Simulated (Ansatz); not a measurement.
Input:

```
KMgF3
1.0
    3.99133     0.00000     0.00000
    0.00000     3.99133     0.00000
    0.00000     0.00000     3.91949
K Mg F
1 1 3
Direct
  0.00000   0.00000   0.00000
  0.50000   0.50000   0.50000
  0.50000   0.00000   0.50000
  0.00000   0.50000   0.50000
  0.50000   0.50000   0.00000
```

No spin polarisation.

Level of theory: plane-wave PAW DFT at the PBEsol level (Ansatz, a first-principles code, 420 eV), spin-orbit coupling left out. k-mesh 8×8×8 (Γ-centred); smearing 0.05 eV (Fermi–Dirac).

Problem. Predict the smallest direct gap, space group, stress and gap character.

Solution. 
- Smallest direct gap: 7.57 eV
- Space group: P4/mmm (No. 123)
- Stress (xx, yy, zz, yz, xz, xy; compression positive): (0.75, 0.75, 2.74, 0.00, 0.00, 0.00) GPa
- Gap character: indirect, A → Γ

The cells carry an imposed strain or load. Stability against distortions was not tested. The cell was made from KMgF$_{3}$ in the cubic perovskite structure (space group Pm-3m, No. 221) by this change: uniaxial strain ε_zz = −1.80 %.
